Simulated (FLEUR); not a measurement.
Worked example: self-consistent single point of HfBRh3 (Pm-3m, 5 atoms in the cell) in FLEUR.

Computed with LDA (Perdew-Zunger), all-electron FLAPW (FLEUR), scalar-relativistic valence run with FLEUR.

```xyz
5
Lattice="4.0953 0.0000 0.0000 0.0000 4.0953 0.0000 0.0000 0.0000 4.0953" Properties=species:S:1:pos:R:3 pbc="T T T"
Hf     0.0000     0.0000     0.0000
B      2.0476     2.0476     2.0476
Rh     0.0000     2.0476     2.0476
Rh     2.0476     0.0000     2.0476
Rh     2.0476     2.0476     0.0000
```

Reference input (self-consistent single point, DFT, PBEsol, all-electron FLAPW (FLEUR), scalar-relativistic valence): Kmax = 4.7 1/bohr; GmaxXC = 16.4 1/bohr; xcFunctional = PBEs; jspins = 1; l_soc = F; mode = gauss; fermiSmearingEnergy = 0.00183747 Htr; mesh (inpgen div1-3) = 6 6 6; inpgen gamma flag = true; Gmax = 16.4 1/bohr; numbands = 0; maxIterBroyd = 99. This run's input differs from it in these lines:

```diff
@@ -17,3 +17,3 @@
 &comp jspins=1 /
-&exco xctyp='PBEs' /
+&exco xctyp='pz' /
 &kpt div1=6 div2=6 div3=6 gamma=t /
@@ -30,3 +30,3 @@
       <coreElectrons ctail="T" frcor="F" kcrel="0" coretail_lmax="0"/>
-      <xcFunctional name="PBEs" relativisticCorrections="F"/>
+      <xcFunctional name="pz" relativisticCorrections="F"/>
       <magnetism jspins="1"/>
```

Output, abridged:

```
 Iteration:     1   Distance:      19.13166738 me/bohr^3
 Iteration:     2   Distance:      16.19571091 me/bohr^3
 Iteration:     3   Distance:       5.68920278 me/bohr^3
 Iteration:     4   Distance:       4.11658477 me/bohr^3
 Iteration:     5   Distance:       2.37380142 me/bohr^3
   [... 9 lines left out ...]
 Iteration:    15   Distance:       0.00021925 me/bohr^3
 Iteration:    16   Distance:       0.00003677 me/bohr^3
 Iteration:    17   Distance:       0.00001153 me/bohr^3
 Iteration:    18   Distance:       0.00000218 me/bohr^3
 Run finished successfully
 Stop message:
   Structural relaxation: Done

[file out, last iteration]
             iter=     19
[...]
          total density-effective poten   -4.9606961489E+04
          total charge density-energy d   -7.0781766902E+02
 Updated energy parameters for spin:           1
[...]
 fermi energy and band-weighting factors:
   [... 5 lines left out ...]

[...]
FERMIE:
          first approx. to ef    (T=0)  :   0.531968 htr   (energy of the highest occ. eigenvalue)
          number of occ. states  (T=0)  :        741
          first approx. to seigv (T=0)  : -13.959387 htr
          sum of weights of occ. states :  37.004630
          sum of semicore charge        :   0.000000 e
          fermi energy=   0.53401 har   work function= -14.53121 ev
          number of valence electrons=  74.00000
   [... lines left out ...]
          total moment                 =     0.00000
 Direct bandgap for spin            1 :    1.8257991403583307E-002  Htr
 ---->    free energy=                    -29455.7060089180 htr
   [... lines left out ...]
 TOTAL FORCE FOR ATOM TYPE=  1  X=  0.000   Y=  0.000   Z=  0.000
                       FX_TOT= 0.000000 FY_TOT= 0.000000 FZ_TOT= 0.000000
 TOTAL FORCE FOR ATOM TYPE=  2  X=  3.869   Y=  3.869   Z=  3.869
                       FX_TOT= 0.000000 FY_TOT= 0.000000 FZ_TOT= 0.000000
 TOTAL FORCE FOR ATOM TYPE=  3  X=  0.000   Y=  3.869   Z=  3.869
                       FX_TOT= 0.000000 FY_TOT= 0.000000 FZ_TOT= 0.000000
 Structural relaxation: Done
```

The run converged in 18 iterations. FLEUR gives forces in its relaxation mode, with a further iteration, so its stop message speaks of a relaxation. 

The starting cell comes from a database of computed structures (which also holds hypothetical and non-ambient phases and stackings), without a prior relaxation at this level. Spin-orbit coupling is off. Spin polarisation is off. Values depend on the basis (sphere radii, cutoffs, local orbitals), which need not be converged. The log's line on a gap gives a spacing of levels on this mesh, which the program prints for metals too.

Cost on one core of a shared machine: roughly 3 min.
